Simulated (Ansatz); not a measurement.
Effort and miss along a sweep of kpoints.mp_grid.grid: Sn (I4_1/amd, 2 atoms in the cell)

```yaml
crystal:
  lattice:
    - [-2.94014, 2.94014, 1.59930]
    - [2.94014, -2.94014, 1.59930]
    - [2.94014, 2.94014, -1.59930]
  atoms:
    - { symbol: Sn, position: [0.75000, 0.25000, 0.50000] }
    - { symbol: Sn, position: [0.00000, 0.00000, 0.00000] }
```

Method of the run: PBE (plane waves, PAW; Ansatz, a first-principles code).

Base settings: basis.ecutwfc = 420 eV; kpoints.mp_grid.grid = 12 12 12; hamiltonian.xc = pbe; hamiltonian.pseudopotentials = {kind: paw} (the program's default PAW files); scf.occupations.method = methfessel_paxton; scf.occupations.width = 0.05 eV.

Misses are taken against the tightest run, 28 28 28, which need not be fully converged itself. The energy is the free energy per atom.

The count of work is k-points × plane waves × bands × iterations; it is no time, and leaves out set-up, grids and terms that scale otherwise. 

The starting cell comes from a database of computed structures (which also holds hypothetical and non-ambient phases and stackings), without a prior relaxation at this level. Ansatz's pressure includes its estimate of the finite-basis (Pulay) stress.

```tsv
kpoints.mp_grid.grid	energy less reference (meV/atom)	pressure less reference (GPa)	count of work / reference
1 1 1	-589.21	3.58	0.00061
2 2 2	-294.14	2.02	0.0024
3 3 3	178.05	-0.30	0.0037
4 4 4	46.08	-0.17	0.0079
5 5 5	1.25	0.40	0.011
7 7 7	-12.91	-0.10	0.020
8 8 8	8.56	0.00	0.036
9 9 9	4.01	0.07	0.046
11 11 11	-1.03	0.04	0.064
12 12 12	-0.42	-0.03	0.099
13 13 13	-1.55	-0.05	0.14
15 15 15	0.57	0.00	0.18
18 18 18	1.08	-0.01	0.34
23 23 23	-0.29	-0.01	0.57
28 28 28	0.00	0.00	1.0
```

Coarsest setting among those run that, with all tighter ones, holds the energy within 20 meV/atom of the reference: 5 5 5, off by 1.3 meV/atom; it needs 0.011 of the reference's count of work.

Coarsest setting among those run that, with all tighter ones, holds the energy within 10 meV/atom of the reference: 8 8 8, off by 8.6 meV/atom; it needs 0.036 of the reference's count of work. The coarser 5 5 5 also lies inside, but a setting between leaves the range again, so that is luck.

The step from 4 4 4 to 7 7 7: it takes the miss in the energy from 46 to 13 meV/atom, for 2.6 times the count of work.

Keys are those of Ansatz 0.2.
